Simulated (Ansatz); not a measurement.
## Pressure series in Sr3SbN

The parent structure is Sr$_{3}$SbN in the anti-perovskite structure (space group Pm-3m, No. 221; a = 5.186 Å; a cell from a computed database, its experimental status unchecked).

Cell and atoms are relaxed at each pressure.

The values are results of r2SCAN/PAW in Ansatz (an electronic-structure program), scalar-relativistic without spin-orbit coupling, earlier PAW set, not measurements.

```tsv
pressure (GPa)	volume per atom (Å³/atom)
-2	29.157
-1	28.484
0	27.900
0.9	27.418
4.5	25.841
9	?
15	22.889
22.5	21.492
30	20.404
```

**Question.** Fit the third-order Birch–Murnaghan form P(V) = (3B₀/2)[(V₀/V)^(7/3) − (V₀/V)^(5/3)]·[1 + (3/4)(B₀′ − 4)((V₀/V)^(2/3) − 1)] (squares taken in P) to the rows shown and predict the withheld row.

**Answer.** Least squares on the printed values gives V₀ = 27.902 Å³/atom, B₀ = 50.4 GPa, B₀′ = 4.1; this predicts 24.370 Å³/atom, and the run gives 24.369 Å³/atom, in agreement.

A case with no gap was solved on a k-mesh chosen for an insulator, which is coarse for it. Load acts through the strain it causes; cell and atoms are relaxed under it. Whether these cells are dynamically stable was not tested. Competing high-pressure phases were not computed. The final runs are not spin-polarised.
